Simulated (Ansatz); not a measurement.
Consider Sn in the diamond structure (space group Fd-3m, No. 227).

Space group Fd-3m, origin choice 1 (No. 227); a = 6.6562 Å, b = 6.6562 Å, c = 6.6562 Å, α = 90.00°, β = 90.00°, γ = 90.00°

```
atom  site  symmetry       x       y       z
----  ----  --------  ------  ------  ------
Sn      8b      -43m  0.5000  0.5000  0.5000
```
(The calculation used a cell of 2 atoms; values per cell refer to that cell.)

Method: PBE (Ansatz, a first-principles code), no SOC.

For the base:

The band gap is zero, the lattice parameter a is 6.656 Å and the gap character is absent.

Perturbation: cell and atoms relaxed at a pressure of 15 GPa.

What happens to the band gap, lattice parameter a, gap character and electron mass?

The band gap goes from zero to 0.26 eV; the lattice parameter a falls by 0.505 Å (6.656 Å → 6.151 Å); the gap character changes from absent to indirect, Γ → L; the electron mass amounts to 1.8 mₑ along k, 0.077 mₑ across (at L).

Load acts through the strain it causes; cell and atoms are relaxed under it. Effective masses come from finite differences of ±0.01 Å⁻¹. Along k means along the line from Γ to the band edge. Stability against distortions was not tested. Tetrahedral semiconductors of this kind turn to denser phases somewhere between about 1 and 50 GPa; those were not computed, so compressed cells here can lie past the real transition. The zero or small gap of Sn can change with the level of theory.
